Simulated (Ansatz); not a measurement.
Given:

```
CELL_PARAMETERS angstrom
      4.05264     0.00000     0.00000
     -2.02632     3.50969     0.00000
      0.00000     0.00000     5.02049
ATOMIC_POSITIONS crystal
  Te 0.33333 0.66667 0.26919
  Te 0.66667 0.33333 0.73081
  Pt 0.00000 0.00000 0.00000
```

No spin polarisation.

Level of theory: PBE-D3(BJ) in Ansatz (plane waves to 420 eV, PAW, no spin-orbit coupling). Γ-centred 16×16×12 mesh, Fermi–Dirac width 0.1 eV.

### Question
What is the computed pressure (mean of the normal stresses, compression positive)?

### Answer
0.9 GPa.

### Question
Estimate the band gap.

### Answer
Zero.

### Question
Estimate the space group.

### Answer
P-3m1 (No. 164).

The cells carry an imposed strain or load. Stability against distortions was not tested. The final runs are not spin-polarised. The cell was made from PtTe2 (space group P-3m1, No. 164; layered) by this change: uniaxial strain ε_zz = −1.50 %.

Ansatz is an electronic-structure program.
